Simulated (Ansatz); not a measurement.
System: Y-vacancy pair (Y on one host Hf site, one O site vacant) in monoclinic HfO2 (charge state +1). The step: a nearby O atom hops onto the vacant site (Y-vacancy distance between ideal sites 2.05 → 3.82 Å); the atom moves 2.32 Å along (-0.03, -0.13, -0.42) of the unit cell; the moving atom starts with neighbours Hf at 2.06, Hf at 2.07, Hf at 2.23; O at 2.58, O at 2.64 Å and ends with Hf at 2.05, Hf at 2.07; O at 2.48; Y at 2.21 Å. A PBE band in Ansatz (plane-wave PAW, the Γ point alone, 96 host sites, 27 SCF runs with any check of the saddle's order, static, no finite-size correction) gives a forward barrier of 0.64 eV. The saddle point's order was not checked. The charge state is imposed; whether it is stable for some Fermi level was not computed. Forms of the defect that were not tried may lie lower. The start lies 0.066 eV above the lowest site run (PBE).

Single points at the band's start and saddle point can refine it. Rough cost of one point, in units of the band's mean SCF on the same machine:

```csv
Level,Cost of one point
"PBE, a 2×2×2 k-point mesh shifted by half a step",about 9
"r2SCAN at 500 eV, the Γ point alone",about 2
```

### Question
Which of these move the barrier by more than 0.1 eV, and how far does each move it?

### Answer
Not one does. PBE, a 2×2×2 k-point mesh shifted by half a step: -0.01 eV; r2SCAN at 500 eV, the Γ point alone: +0.05 eV. Each functional is compared with PBE at the same k-points.

Ansatz is a program for electronic structure.
